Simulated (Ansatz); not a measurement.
Consider K₂S in the anti-fluorite structure (space group Fm-3m, No. 225).

```
CELL_PARAMETERS angstrom
      0.00000     3.66799     3.66799
      3.66799     0.00000     3.66799
      3.66799     3.66799     0.00000
ATOMIC_POSITIONS crystal
  K  0.25000 0.25000 0.25000
  K  0.75000 0.75000 0.75000
  S  0.00000 0.00000 0.00000
```

Cartesian axes are those of the cell as printed.

All numbers come from Ansatz (a program for electronic structure) PBEsol, no SOC.

Before the change:

The smallest direct gap comes out as 2.58 eV and the shortest interatomic distance is 3.177 Å.

Modification: the cell is stretched by 2.50 % along z with no lateral relaxation; the atoms relax in the strained cell.

Task: How does this affect the stress?

Result: The stress (xx, yy, zz, yz, xz, xy; compression positive) is (-0.27, -0.27, -0.87, 0.00, 0.00, 0.00) GPa.

Task: What does the calculation give for the smallest direct gap after the change?

Result: The smallest direct gap decreases by 0.094 eV to 2.48 eV.

Task: How does this affect the shortest interatomic distance?

Result: The shortest interatomic distance rises by 0.0267 Å, from 3.177 Å to 3.203 Å.

Stability against distortions was not tested.
